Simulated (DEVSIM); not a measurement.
System: illuminated Si n-on-p cell, one wavelength, at 300 K.

```
layer (left to right)  material  thickness (μm)  Nd (cm⁻³)  Na (cm⁻³)  τn (s)  τp (s)  absorption coefficient (cm⁻¹)
---------------------  --------  --------------  ---------  ---------  ------  ------  -----------------------------
1                            Si          0.0730     1.4e19          -  8.2e-8  1.9e-7                           7000
2                            Si             110          -     1.4e15  3.4e-7  3.4e-7                           7000
```

Left contact: ohmic, minority hole recombination velocity 30 cm/s. Right contact: ohmic, minority electron recombination velocity 300 cm/s. Voltage is applied to the left contact. Recombination: SRH at mid-gap, radiative, Auger. Light enters at the left, 7.5e16 photons cm⁻² s⁻¹, one pass, no reflection. Mobility is constant in doping.

This is a model device: material constants are rounded textbook-type values typed into the input, and sizes, dopings and lifetimes were drawn at random. Values at 300 K.

```tsv
parameter	Si
gap (eV)	1.124
affinity (eV)	4.05
permittivity	11.7
Nc (cm⁻³)	2.86e19
Nv (cm⁻³)	3.1e19
μn (cm²/Vs)	1417
μp (cm²/Vs)	470
B (cm³/s)	4.7e-15
Cn (cm⁶/s)	2.8e-31
Cp (cm⁶/s)	9.9e-32
```

DEVSIM, 1D drift-diffusion, Boltzmann statistics, complete ionisation; no tunnelling, impact ionisation, image-force lowering or self-heating.

The photon flux was swept, all else fixed.

```csv
photon flux (cm^-2 s^-1),fill factor,open-circuit voltage (V),short-circuit current (mA/cm²),largest power (mW/cm²)
2.2e15,0.74,0.377,0.345,0.0959
7.5e15,0.76,0.410,1.18,0.367
2.2e16,0.77,0.439,3.45,1.17
7.5e16,0.79,0.471,11.8,4.35
2.2e17,0.79,0.499,34.5,13.6
7.5e17,0.79,0.531,118,49.3
2.2e18,0.77,0.557,346,148
```

From the first row to the last the fill factor goes from 0.74 to 0.77. From the first row to the last the open-circuit voltage goes from 0.377 to 0.557.
